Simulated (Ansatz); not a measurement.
Response to strain in hypothetical zinc blende KH

The parent structure is KH in the zinc blende structure (space group F-43m, No. 216; a hypothetical phase, not in the database extracts checked).

```xyz
2
Lattice="0.0000 3.1047 3.1047 3.1047 0.0000 3.1047 3.1047 3.1047 0.0000" Properties=species:S:1:pos:R:3 pbc="T T T"
H      4.6571     4.6571     4.6571
K      0.0000     0.0000     0.0000
```

Cartesian axes are those of the cell as printed.

Strains are applied to the cell and any free atomic positions relax; under biaxial strain the out-of-plane vector relaxes too.

Levels (all Ansatz, a first-principles code, PAW): PBE (420 eV, no spin-orbit coupling); PBEsol (420 eV, without spin-orbit coupling).

The base cell above is that of PBE; each level relaxes its own structures.

Notes on the quantities. energy relative to the base: free energy F.

| case | energy relative to the base, PBE | energy relative to the base, PBEsol |
|---|---|---|
| biaxial strain −2.23 %, plane normal [001], relaxed out of plane | +0.6 meV/atom | +0.4 meV/atom |
| biaxial strain −1.16 %, plane normal [001], relaxed out of plane | +0.1 meV/atom | +0.1 meV/atom |
| biaxial strain +1.05 %, plane normal [001], relaxed out of plane | +0.1 meV/atom | 0.0 meV/atom |
| biaxial strain −2.54 %, plane normal [110], relaxed out of plane | +2.0 meV/atom | +1.8 meV/atom |
| biaxial strain −4.42 %, plane normal [111], relaxed out of plane | +7.8 meV/atom | +7.4 meV/atom |
| biaxial strain +0.34 %, plane normal [111], relaxed out of plane | 0.0 meV/atom | 0.0 meV/atom |
| biaxial strain +2.93 %, plane normal [111], relaxed out of plane | +3.0 meV/atom | +2.9 meV/atom |
| uniaxial strain ε_xx = −1.76 % | +0.3 meV/atom | +0.3 meV/atom |
| uniaxial strain ε_zz = +4.27 % | +1.9 meV/atom | +1.8 meV/atom |
| tensor shear ε_yz = +3.07 % | +2.1 meV/atom | +1.9 meV/atom |
| tensor shear ε_xz = −1.60 % | +0.6 meV/atom | +0.5 meV/atom |

The two levels differ by at most about 0.4 meV/atom. Near ties aside, they put the cases in the same order.

Stability against distortions was not tested.
